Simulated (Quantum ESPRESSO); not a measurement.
Sensitivity of a calculation on CuAu (P4/mmm, 2 atoms in the cell) to its settings

```yaml
crystal:
  lattice:
    - [2.85070, 0.00000, 0.00000]
    - [0.00000, 2.85070, 0.00000]
    - [0.00000, 0.00000, 3.58161]
  atoms:
    - { symbol: Cu, position: [0.50000, 0.50000, 0.50000] }
    - { symbol: Au, position: [0.00000, 0.00000, 0.00000] }
```

Base run A: PBE, SSSP 1.1.2 precision (PBE) pseudopotentials run with Quantum ESPRESSO, self-consistent single point.

Its settings: ecutwfc = 75 Ry; occupations = smearing; smearing = gaussian; degauss = 0.0073499 Ry; potentials = {Cu: Cu_ONCV_PBE-1.0.oncvpsp.upf, Au: Au_ONCV_PBE-1.0.oncvpsp.upf}; K_POINTS = automatic 9 9 8 0 0 0; conv_thr = 1e-10 Ry; mixing_beta = 0.7.

The starting cell comes from a database of computed structures (which also holds hypothetical and non-ambient phases and stackings), without a prior relaxation at this level. Spin polarisation is off.

ΔF is the free energy per atom less that of run A. A dash stands where there is no value to compare (another energy zero or no entropy term, no result, no spin, no clean gap, or a mesh too coarse for one). Absolute energies have different zeros for different potentials, functionals, Hubbard and dispersion terms and are not compared across them.

Runs D sample the zone with one or two k-points, far too few for so small a cell.

Run A gave: pressure (GPa) 2.78; k-points 75; valence electrons 38.

Runs:
- B: degauss: 0.0073499 Ry → 0.02205 Ry; K_POINTS: automatic 9 9 8 0 0 0 → automatic 8 8 6 0 0 0
- C: nbnd: default → 21
- D: 2 x 2 x 1 supercell at the zone centre alone; K_POINTS: automatic 9 9 8 0 0 0 → automatic 1 1 1 0 0 0
- E: K_POINTS: automatic 9 9 8 0 0 0 → automatic 6 6 5 0 0 0
- F: parallel starting moments (0.25 0 μB); nspin: default → 2
- G: ecutwfc: 75 Ry → 150 Ry
- H: vdw_corr: default → grimme-d2 [PBE-D2]
- I: diagonalization: default → cg
- J: startingwfc: default → atomic
- K: force_symmorphic: default → true

Q: What does run B change against A?

A: The free energy falls by 2.6 meV/atom and the pressure goes from 2.78 to 3.37 GPa.

Q: What does run G change against A?

A: The free energy falls by 9.4 meV/atom and the pressure goes from 2.78 to 3.99 GPa.

```tsv
run	ΔF (meV/atom)	pressure (GPa)	k-points	valence electrons
A	0.00	2.78	75	38
B	-2.6	3.37	60	38
C	0.00	2.79	75	38
D	628.2	25.15	1	152
E	17.9	3.24	30	38
F	0.02	2.79	75	38
G	-9.4	3.99	75	38
H	–	-8.87	75	38
I	0.00	2.79	75	38
J	0.00	2.78	75	38
K	0.00	2.78	75	38
```
